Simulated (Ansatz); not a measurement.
# Ga2O3 under a change: uniaxial strain ε_xx = +3.00 %

The parent structure is Ga2O3 in the corundum structure (space group R-3c, No. 167; a = 5.000 Å, c = 13.449 Å (hexagonal axes)). Axes: x lies along a and z along c of the hexagonal cell.

Now apply this change: the cell is stretched by 3.00 % along x with no lateral relaxation, atoms relaxed at fixed cell.

All numbers come from Kohn–Sham DFT with the PBEsol functional, run in Ansatz (a quantum-chemistry and plane-wave program) with PAW and 420 eV plane waves, scalar-relativistic without spin-orbit coupling. Γ-centred 8×8×8 mesh, Fermi–Dirac width 0.05 eV.

| quantity | base | changed | shift |
|---|---|---|---|
| volume per atom | 9.71 Å³ | 10.00 Å³ | +0.29 Å³ |
| shortest interatomic distance | 3.649 bohr | 3.662 bohr | +0.013 bohr |
| energy relative to the base (free energy F) | 0 meV/atom | +9.9 meV/atom | +9.9 meV/atom |
| pressure (mean of the normal stresses, compression positive) | 0.0 kbar | -62.6 kbar | -62.6 kbar |
| band gap | 2.70 eV | 2.34 eV | -0.36 eV |
| gap character | – | indirect, Γ–C (50 % along) → Γ | – |
| electron mass | 0.22 mₑ (at Γ) | 0.21 mₑ (at Γ) | – |
| largest internal atomic displacement | – | 0.015 Å | – |
| stress (xx, yy, zz, yz, xz, xy; compression positive) | – | (-10.57, -4.76, -3.45, -0.45, 0.00, 0.00) GPa | – |

Final structure:

```
CELL_PARAMETERS angstrom
      2.57518     1.44347     4.48293
     -2.57518     1.44347     4.48293
      0.00000    -2.88695     4.48293
ATOMIC_POSITIONS crystal
  Ga 0.64651 0.64363 0.64129
  Ga 0.14363 0.14651 0.14129
  Ga 0.35349 0.35637 0.35871
  Ga 0.85637 0.85349 0.85871
  O  0.74920 0.44857 0.05310
  O  0.05143 0.75080 0.44690
  O  0.25080 0.55143 0.94690
  O  0.55339 0.94661 0.25000
  O  0.94857 0.24920 0.55310
  O  0.44661 0.05339 0.75000
```

Masses are band curvatures over ±0.01 Å⁻¹ around the edge. Whether these cells are dynamically stable was not tested. Labels are those of the standard path for the cell's own space group.
